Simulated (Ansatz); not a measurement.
The parent structure is CdSe in the wurtzite structure (space group P6_3mc, No. 186; a = 4.3827 Å, c = 7.1545 Å). Axes: x lies along a and z along c of the hexagonal cell.

Level of theory: PBE in Ansatz (plane waves to 420 eV, PAW, spin-orbit coupling left out).

Before the change:

| Item | Result |
|---|---|
| Band gap | 0.54 eV |
| Pressure | 0.00 GPa |
| Shortest interatomic distance | 2.682 Å |

Perturbation: uniaxial strain ε_zz = +5.28 %, all other strain components held at zero, atoms relaxed at fixed cell.

What does the calculation give for the band gap, pressure, shortest interatomic distance and electron mass after the change?

The band gap decreases by 0.19 eV to 0.35 eV; the pressure (mean of the normal stresses, compression positive) goes from zero to -2.04 GPa; the shortest interatomic distance rises by 0.036 Å, from 2.682 Å to 2.718 Å; the electron mass is 0.055 mₑ along z, 0.047 mₑ across (at Γ).

Effective masses come from finite differences of ±0.01 Å⁻¹. Stability against distortions was not tested.

Ansatz is a quantum-chemistry and plane-wave program.
